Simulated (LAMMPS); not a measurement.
Pressure dependence of Si (diamond structure) at 1010 K, from the crystal.

Method: classical MD, pair style tersoff/mod, file Si.tersoff.mod, run in LAMMPS.

| P (GPa) | state | volume | coordination number |
|---|---|---|---|
| 0 | crystal; no diffusion seen in 30 ps | 20.394 ± 0.002 Å³/atom | 4.00 (counted to 3.02 Å) |
| 2 | crystal; no diffusion seen in 30 ps | 19.956 ± 0.002 Å³/atom | 4.00 (counted to 3.02 Å) |
| 5 | crystal; no diffusion seen in 30 ps | 19.386 ± 0.001 Å³/atom | 4.00 (counted to 2.98 Å) |

Caution (rows 2; 5): a run this short can hold a crystal over, or a liquid under, the potential's own melting point, which these runs don't give.

Estimate the isothermal bulk modulus at zero pressure. A parabola P(ln V) through the three points gives −dP/d ln V = 87 GPa at zero pressure.

States go by the mean squared displacement: a species diffuses where it passes 1.5 Å², still rises and gives D over 1e-6 cm²/s; a crystal has left its structure where atoms lie 0.35 Å off their sites on average or a cubic box changes its shape by 3 %, or the axial ratios of another lie 8 % off the starting cell's, which the potential's own relaxation can also do.

Errors shown are sampling errors alone.
